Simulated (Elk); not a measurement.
# Worked example: self-consistent single point of C (Fd-3m, 2 atoms in the cell) in Elk

Method: Elk with PBE, all-electron FP-LAPW, Elk's shipped species files, APW+lo basis with extra local orbitals.

This input was run:

```
tasks
  0

xctype
  20

rgkmax
  7.5

gmaxvr
  14.0

nxlo
  2

lorbcnd
  .true.

lmaxi
  3

swidth
  0.000367493

maxscl
  100

avec
    0.0000000000    3.3644211491    3.3644211491
    3.3644211491    0.0000000000    3.3644211491
    3.3644211491    3.3644211491    0.0000000000

atoms
  1
  'C.in'
  2
  0.5000000000  0.5000000000  0.5000000000    0.0 0.0 0.0
  0.7500000000  0.7500000000  0.7500000000    0.0 0.0 0.0

ngridk
  13 13 13
```

Output (repeated stretches shortened):

```
│ Elk code version 10.2.4 │

All units are atomic (Hartree, Bohr, etc.)

│ Ground-state run starting from atomic densities │

Lattice vectors :
   0.000000000       3.364421149       3.364421149
   3.364421149       0.000000000       3.364421149
   3.364421149       3.364421149       0.000000000

Unit cell volume      :    76.16598426
Brillouin zone volume :    3.256705941

Muffin-tin inner radius fraction :   0.1000000000E-01

Nuclei treated as point charges

Species :    1 (C)
 parameters loaded from : C.in
 name : carbon
 nuclear charge    :   -6.000000000
 electronic charge :    6.000000000
 atomic mass :    21894.16672
 muffin-tin radius :    1.431837092
 number of radial points in muffin-tin :    297
 atomic positions (lattice), magnetic fields (Cartesian) :
   1 :   0.37500000  0.37500000  0.37500000    0.00000000  0.00000000  0.00000000
   2 :  -0.37500000 -0.37500000 -0.37500000    0.00000000  0.00000000  0.00000000

Total number of atoms per unit cell :    2

Spin treatment :
 spin-unpolarised

Number of Bravais lattice symmetries :   48
Number of crystal symmetries         :   48
Crystal has inversion symmetry
Real symmetric eigensolver will be used

k-point grid :     13    13    13
k-point offset :    0.000000000       0.000000000       0.000000000
k-point set is reduced with full crystal symmetry group
Total number of k-points :       84

Muffin-tin radius times maximum |G+k| :    7.500000000
 using average radius
Maximum |G+k| for APW functions       :    5.238026059
Maximum (1/2)|G+k|²                   :    13.71845850
Maximum |G| for potential and density :    14.00000000
 potential will be trimmed for |G| > 2 gkmax
Constant for pseudocharge density :    5
Radial integration step length :    4

G-vector grid sizes :     24    24    24
Number of G-vectors :     3527

Maximum angular momentum used for
 APW functions                      :    8
 outer part of muffin-tin           :    6
 inner part of muffin-tin           :    3

Total nuclear charge    :   -12.00000000
Total core charge       :    4.000000000
Total valence charge    :    8.000000000
Total excess charge     :    0.000000000
Total electronic charge :    12.00000000

Effective Wigner radius, rₛ :    1.148586571

Number of empty states         :    8
Total number of valence states :   12
Total number of core states    :    4

Conduction state local-orbitals added automatically
Total number of local-orbitals :  132

Exchange-correlation functional :     20     0     0
 Perdew-Burke-Ernzerhof, Phys. Rev. Lett. 77, 3865 (1996)
 gradient requirement :    1
 generalised gradient approximation (GGA)

Smearing type :    3
 Fermi-Dirac
Smearing width :   0.3674930000E-03
Effective electronic temperature (K) :    116.0451112

Mixing type :    3
 Broyden mixing, J. Phys. A: Math. Gen. 17, L317 (1984)

Kohn-Sham potential initialised from atomic data

│ Self-consistent loop started │
│ Loop number : 1 │
 total energy                :     -78.2134719073
│ Loop number : 2 │
 total energy                :     -78.1931453018
RMS change in Kohn-Sham potential (target) :    4.832670890     (  0.1000000000E-05)
Absolute change in total energy (target)   :   0.2032660552E-01 (  0.1000000000E-03)
│ Loop number : 3 │
 total energy                :     -77.1863589546
RMS change in Kohn-Sham potential (target) :    2.562890209     (  0.1000000000E-05)
Absolute change in total energy (target)   :    1.011867999     (  0.1000000000E-03)
│ Loop number : 4 │
 total energy                :     -76.5413413113
RMS change in Kohn-Sham potential (target) :   0.9535433376     (  0.1000000000E-05)
Absolute change in total energy (target)   :   0.8979846429     (  0.1000000000E-03)
│ Loop number : 5 │
 total energy                :     -76.2957146942
RMS change in Kohn-Sham potential (target) :   0.2605709420     (  0.1000000000E-05)
Absolute change in total energy (target)   :   0.4701227778     (  0.1000000000E-03)
│ Loop number : 6 │
 total energy                :     -76.2340442474
RMS change in Kohn-Sham potential (target) :   0.5006864274E-01 (  0.1000000000E-05)
Absolute change in total energy (target)   :   0.1792011413     (  0.1000000000E-03)
│ Loop number : 7 │
 total energy                :     -76.2227960722
RMS change in Kohn-Sham potential (target) :   0.4883838443E-02 (  0.1000000000E-05)
Absolute change in total energy (target)   :   0.5604846050E-01 (  0.1000000000E-03)
│ Loop number : 8 │
 total energy                :     -76.2268712461
RMS change in Kohn-Sham potential (target) :   0.3428265508E-02 (  0.1000000000E-05)
Absolute change in total energy (target)   :   0.9936941212E-02 (  0.1000000000E-03)
│ Loop number : 9 │
 total energy                :     -76.2314944575
RMS change in Kohn-Sham potential (target) :   0.9449746698E-03 (  0.1000000000E-05)
Absolute change in total energy (target)   :   0.2138976069E-02 (  0.1000000000E-03)
│ Loop number : 10 │
 total energy                :     -76.2298235703
RMS change in Kohn-Sham potential (target) :   0.1236292838E-03 (  0.1000000000E-05)
Absolute change in total energy (target)   :   0.1136143161E-02 (  0.1000000000E-03)
│ Loop number : 11 │
 total energy                :     -76.2296254444
RMS change in Kohn-Sham potential (target) :   0.4557845519E-04 (  0.1000000000E-05)
Absolute change in total energy (target)   :   0.4821616613E-03 (  0.1000000000E-03)
│ Loop number : 12 │
 total energy                :     -76.2295821909
RMS change in Kohn-Sham potential (target) :   0.2168256336E-04 (  0.1000000000E-05)
Absolute change in total energy (target)   :   0.1637939102E-03 (  0.1000000000E-03)
│ Loop number : 13 │
 total energy                :     -76.2295450001
RMS change in Kohn-Sham potential (target) :   0.6944948271E-06 (  0.1000000000E-05)
Absolute change in total energy (target)   :   0.7813931656E-04 (  0.1000000000E-03)
Convergence targets achieved

│ Loop number : 14 │

Energies :
 Fermi                       :     0.446951947558
 sum of eigenvalues          :     -36.4626835119
 electron kinetic            :      75.9254886600
 core electron kinetic       :      63.8089580929
 Coulomb                     :     -141.262731578
 Coulomb potential           :     -98.4098504304
 nuclear-nuclear             :     -24.3098961498
 electron-nuclear            :     -135.495820426
 Hartree                     :      18.5429849978
 Madelung                    :     -92.0578063627
 xc potential                :     -13.9783217415
 exchange                    :     -10.4528835134
 correlation                 :    -0.439417596944
 electron entropic           :    -0.665835331004E-12
 total energy                :     -76.2295440282

Density of states at Fermi energy :   0.2720433137E-06
 (states/Hartree/unit cell)

Estimated indirect band gap :   0.1531800864
 from k-point      1 to k-point     44
Estimated direct band gap   :   0.2064796640
 at k-point      1

Charges :
 core                        :    4.000000000
 valence                     :    8.000000000
 interstitial                :    3.220596944
 muffin-tins (core leakage)
  species :    1 (C)
   atom    1                 :    4.389701528     (  0.9043277771E-04)
   atom    2                 :    4.389701528     (  0.9043277771E-04)
 total in muffin-tins        :    8.779403056
 total calculated charge     :    11.99531189
 total charge                :    12.00000000
 error                       :   0.4688105997E-02

│ Self-consistent loop stopped │
```

The run converged in 14 iterations. The count includes the last loop, which Elk runs after its targets are met.

The starting cell comes from a database of computed structures (which also holds hypothetical and non-ambient phases and stackings), without a prior relaxation at this level. Values depend on the basis (sphere radii, cutoffs, local orbitals), which need not be converged.
